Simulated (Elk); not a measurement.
Band structure of SrFe2As2 (I4/mmm, 5 atoms in the cell).

```yaml
crystal:
  lattice:
    - [-1.96205, 1.96205, 5.83556]
    - [1.96205, -1.96205, 5.83556]
    - [1.96205, 1.96205, -5.83556]
  atoms:
    - { symbol: Sr, position: [0.00000, 0.00000, 0.00000] }
    - { symbol: Fe, position: [0.25000, 0.75000, 0.50000] }
    - { symbol: Fe, position: [0.75000, 0.25000, 0.50000] }
    - { symbol: As, position: [0.64900, 0.64900, 0.00000] }
    - { symbol: As, position: [0.35100, 0.35100, 0.00000] }
```

Method: PBEsol, all-electron FP-LAPW, Elk's shipped species files, LAPW+lo basis (Elk).

Settings: xctype = 22; rgkmax = 7.5; stype = 0; swidth = 0.00734986 Ha; ngridk = 6 6 6; gmaxvr = 14 1/bohr; nxoapwlo = 1.

The starting cell comes from a database of computed structures (which also holds hypothetical and non-ambient phases and stackings), without a prior relaxation at this level. Spin polarisation is off, so a magnetic state, if there is one, cannot be reached. Values depend on the basis (sphere radii, cutoffs, local orbitals), which need not be converged.

Levels in eV from the Fermi level, bands 33 to 40:
```csv
point,33,34,35,36,37,38,39,40
Γ,-0.68,-0.13,-0.08,-0.08,0.61,0.77,2.73,2.73
X,-1.59,-0.75,-0.71,-0.55,-0.34,-0.33,0.84,0.85
Y,-1.56,-0.77,-0.62,-0.48,-0.34,-0.25,0.85,0.91
S,-1.11,-1.02,-0.94,-0.23,0.68,1.18,2.21,2.35
Z,-0.21,-0.13,0.09,0.09,0.58,0.59,1.64,2.85
S1,-1.11,-1.02,-0.94,-0.23,0.68,1.18,2.21,2.35
N,-1.15,-1.12,-0.74,-0.62,1.00,1.20,1.44,2.26
P,-1.63,-0.73,-0.64,-0.64,-0.33,-0.33,0.85,0.85
Y1,-1.56,-0.77,-0.62,-0.48,-0.34,-0.25,0.85,0.91
```

Bands cross the Fermi level along this path, so the cell is metallic at this level.
